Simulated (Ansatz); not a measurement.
Abridged Ansatz (a program for electronic structure) output:

```
Relaxation: its limit of steps is 50 (relax.max_steps)
Pseudopotential: C, paw, valence charge 4
Crystal: 2 atoms, lattice volume = 11.162 Å³
Basis set: ecut = 500 eV, 283 PW (Γ), exchange–correlation on 80×80×80 points (64 copies of the dense FFT grid, shifted against one another)
Bands: 8, of which v1, the nominal top of the filled ones, is band 4 counted from 1 (3 counted from 0)
Symmetry: 2 space group operations
k-points: 2052 of 4096
Functional: x = r2scan, c = r2scan; τ floored in thin density (d = 2e-4 eV/Å³)
SCF iter   1: F=—  HF=-503.332276 eV  |F-HF|=—  |Δ(HF+E_count)|=         —  Δρ=1.39e-1  dr2=1.48e0  dr2_τ=4.93e-1  ethr=3.10e-3  ⟨swp⟩=4.9  Hψ=110219  notcnv=0
SCF iter   2: F=—  HF=-503.091772 eV  |F-HF|=—  |Δ(HF+E_count)|=   2.41e-1  Δρ=5.98e-2  dr2=2.39e-1  dr2_τ=6.72e-3  ethr=3.10e-3  ⟨swp⟩=2.6  Hψ=48337  notcnv=0
SCF 1 converged in 7 iterations: F = -503.091138 eV  dr2 = 8.61e-13
relax step   1: F+E_penalty+E_count = -503.09113848 eV  Δ(F+E_penalty+E_count) = +0.000e0 eV  max|allowed force component| = 4.107e-2 eV/Å  Δτ_max = 0.0000 Å  (7 SCF iters, accepted)
Crystal: 2 atoms, lattice volume = 11.162 Å³
SCF iter   1: F=—  HF=-503.091156 eV  |F-HF|=—  |Δ(HF+E_count)|=         —  Δρ=9.41e-5  dr2=5.00e-7  dr2_τ=1.43e-6  ethr=6.15e-9  ⟨swp⟩=1.0  Hψ=83882  notcnv=0
SCF iter   2: F=—  HF=-503.091156 eV  |F-HF|=—  |Δ(HF+E_count)|=   1.83e-7  Δρ=4.24e-5  dr2=8.32e-8  dr2_τ=1.62e-9  ethr=6.15e-9  ⟨swp⟩=2.0  Hψ=22492  notcnv=0
SCF 2 converged in 4 iterations: F = -503.091156 eV  dr2 = 1.13e-11
relax step   2: F+E_penalty+E_count = -503.09115581 eV  Δ(F+E_penalty+E_count) = -1.733e-5 eV  max|allowed force component| = 2.043e-2 eV/Å  Δτ_max = 0.0003 Å  (4 SCF iters, accepted)
Crystal: 2 atoms, lattice volume = 11.162 Å³
SCF iter   1: F=—  HF=-503.091162 eV  |F-HF|=—  |Δ(HF+E_count)|=         —  Δρ=9.34e-5  dr2=4.92e-7  dr2_τ=1.40e-6  ethr=6.12e-8  ⟨swp⟩=2.4  Hψ=57139  notcnv=0
SCF iter   2: F=—  HF=-503.091161 eV  |F-HF|=—  |Δ(HF+E_count)|=   3.14e-8  Δρ=4.22e-5  dr2=8.21e-8  dr2_τ=1.61e-9  ethr=6.14e-9  ⟨swp⟩=1.0  Hψ=32832  notcnv=0
SCF 3 converged in 4 iterations: F = -503.091162 eV  dr2 = 1.14e-11
relax step   3: F+E_penalty+E_count = -503.09116150 eV  Δ(F+E_penalty+E_count) = -5.692e-6 eV  max|allowed force component| = 3.327e-5 eV/Å  Δτ_max = 0.0003 Å  (4 SCF iters, accepted)
Crystal: 2 atoms, lattice volume = 11.162 Å³
SCF iter   1: F=—  HF=-503.091162 eV  |F-HF|=—  |Δ(HF+E_count)|=         —  Δρ=5.87e-7  dr2=1.14e-11  dr2_τ=2.06e-12  ethr=1.00e-12  ⟨swp⟩=1.0  Hψ=118565  notcnv=0
SCF iter   2: F=-503.091162 eV  HF=-503.091162 eV  |F-HF|=2.79e-12  |Δ(HF+E_count)|=  1.38e-11  Δρ=3.17e-7  dr2=3.35e-12  dr2_τ=1.68e-13  ethr=1.00e-12  ⟨swp⟩=3.0  Hψ=41044  notcnv=0
SCF 4 converged in 2 iterations: F = -503.091162 eV  dr2 = 3.35e-12
SCF converged after 2 iterations
Free energy (F): -503.091162 eV
Internal energy: -503.091162 eV  (E = F + TS)
E sigma→0 (E₀):  -503.091162 eV
Fermi energy:    15.743662 eV
--- Forces (eV/Å), atoms counted from 1 ---
  atom   1  C      0.00000486    -0.00003329    -0.00001249
  atom   2  C     -0.00000486     0.00003329     0.00001249
--- Stress (GPa, compression-positive) ---
       -5.318669       2.933297      -1.311689
        2.933297      15.379247      10.294209
       -1.311689      10.294209       5.087914
  P = ⅓ Tr σ = 5.0495 GPa (50.495 kbar)
--- Relaxed structure (3 steps of the walk, 3 accepted, 0 SCFs on fresh bases) ---
  atoms:
    - { symbol: C, position: [0.5001132277750975, 0.49981239697405094, 0.4998932950648732] }
    - { symbol: C, position: [0.7498867722249026, 0.7501876030259489, 0.7501067049351274] }
```

### Question
What was computed, and what are the main results?

### Answer
C, 2 atoms in the cell, with plane-wave PAW DFT at the r2SCAN level (Ansatz, 500 eV), without spin-orbit coupling, earlier PAW set. The last SCF converged to F = -503.091162 eV, or -251.5456 eV per atom, at a pressure of 5.05 GPa. The total energy compares only with runs of the same code, potentials and settings.

The cells carry an imposed strain or load. Stability against distortions was not tested. The cell was made from C in the diamond structure (space group Fd-3m, No. 227) by this change: strain tensor (xx, yy, zz, yz, xz, xy) = (+0.66, −1.38, −0.33, −0.84, +0.12, −0.25) %.

Keys are those of Ansatz 0.2.
